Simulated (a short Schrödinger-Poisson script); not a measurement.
MOS inversion layer, Al2O3 on p-type Si(100)

Structure: MOS inversion layer, Al2O3 on p-type Si(100), at 300 K.

```tsv
layer	material	thickness (nm)	Na (cm⁻³)
1	Al2O3	5.9	-
2	Si	490	7.6e17
```

The device is made up for the run: typed textbook-type constants, with dimensions and the other settings drawn at random. Al2O3: permittivity 9, conduction-band edge (eV) 2.7, gap (eV) 6.8, electron mass (mₑ) 0.3. Si: permittivity 11.7, conduction-band edge (eV) 0, gap (eV) 1.124, Nv at 300 K (cm⁻³) 3.1e19.

Channel valleys (confinement mass, in-plane density-of-states mass, number): Δ2 0.916, 0.19, 2; Δ4 0.19, 0.417, 4. At the gate the conduction-band edge of layer 1 lies 3.17 eV − eVg above the Fermi level of the channel; the field vanishes at the back. Gaps are held at their typed values at every temperature. Mesh 0.03 nm at interfaces.

From a short Schrödinger-Poisson script (our own, NumPy): 1D Poisson equation in equilibrium, electrons quantum, Hartree (BenDaniel-Duke, 12 states a valley, the channel's in-plane mass for all, wave functions free to enter the dielectric), parabolic valleys, classical holes, full ionisation, no traps, pinning or gate leakage.

| Vg (V) | electrons (cm⁻²) | C (μF/cm²) | Δ2 E0 (meV) | Δ2 E1 (meV) | Δ4 E0 (meV) | Δ4 E1 (meV) |
|---|---|---|---|---|---|---|
| 0.5 | 3.17e6 | 0.243 | 376.8 | 445.4 | 429.8 | 541.7 |
| 0.7 | 1.38e9 | 0.229 | 218.1 | 292.1 | 274.8 | 396.3 |
| 0.9 | 2.46e11 | 0.699 | 82.6 | 161.6 | 142.9 | 272.0 |
| 1.1 | 1.32e12 | 1.03 | 35.9 | 120.6 | 100.5 | 234.1 |
| 1.3 | 2.64e12 | 1.10 | 14.5 | 104.7 | 83.2 | 220.2 |
| 1.5 | 4.03e12 | 1.14 | -0.2 | 95.4 | 72.5 | 212.5 |
| 1.7 | 5.46e12 | 1.16 | -11.8 | 88.8 | 64.6 | 207.3 |
| 1.9 | 6.91e12 | 1.17 | -21.8 | 83.8 | 58.2 | 203.6 |
| 2.1 | 8.38e12 | 1.18 | -30.7 | 79.8 | 52.7 | 200.7 |
| 2.3 | 9.85e12 | 1.19 | -38.9 | 76.5 | 47.9 | 198.3 |

Gate voltages with under 1e6 electrons/cm² are left out.

Subbands count from the Fermi level.
